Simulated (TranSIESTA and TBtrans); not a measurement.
System: Sn chain with one bond stretched by 0.6 Å. Leads: straight Sn chain, spacing 2.915 Å. Geometry: as built, not relaxed. Transport runs along z; the first 4 and the last 4 of the 14 atoms are the lead cells, repeated to infinity.

```xyz
14
Lattice="9.000 0.000 0.000 0.000 9.000 0.000 0.000 0.000 41.410" Properties=species:S:1:pos:R:3 pbc="F F T"
Sn     4.500     4.500     0.000
Sn     4.500     4.500     2.915
Sn     4.500     4.500     5.830
Sn     4.500     4.500     8.745
Sn     4.500     4.500    11.660
Sn     4.500     4.500    14.575
Sn     4.500     4.500    17.490
Sn     4.500     4.500    21.005
Sn     4.500     4.500    23.920
Sn     4.500     4.500    26.835
Sn     4.500     4.500    29.750
Sn     4.500     4.500    32.665
Sn     4.500     4.500    35.580
Sn     4.500     4.500    38.495
```

Run with TranSIESTA and TBtrans (open boundaries, self-consistent; PseudoDojo norm-conserving potentials, scalar-relativistic): PAO.BasisSize DZP, PAO.EnergyShift 0.15 eV, XC.Authors PBE, Mesh.Cutoff 200 Ry, ElectronicTemperature 300 K, TS.Voltage 0.0 eV, TBT.Elecs.Eta 0.001 eV, no spin polarisation.

Energies count from the leads' Fermi level. Transmissions are for one spin of a degenerate pair. The energy step is 0.01 eV; narrower resonances are cut or missed.

```csv
E (eV),T
-0.20,2.30
-0.15,2.37
-0.10,2.41
-0.05,2.43
0.00,2.43
0.05,2.42
0.10,2.40
0.15,2.38
0.20,2.34
```

Task: Give the zero-bias conductance in μS and the resistance at 300 K.

Result: At the Fermi level T = 2.43. Averaged with −∂f/∂E over the full grid (kT = 25.9 meV) it is 2.43. With G0 = 2e²/h = 77.48 μS, G = 188 μS and R = 1/G = 5.32 kΩ.

Task: The eigenchannels at the Fermi level transmit 0.864, 0.785, 0.785. What Fano factor of the shot noise follows at low temperature and bias?

Result: F = Σ τ(1 − τ)/Σ τ = 0.455/2.43 = 0.19.

The straight chain is held at its spacing; free chains may zigzag or dimerise. No spin-polarised start was tried, so a magnetic state, if there is one, is missed.
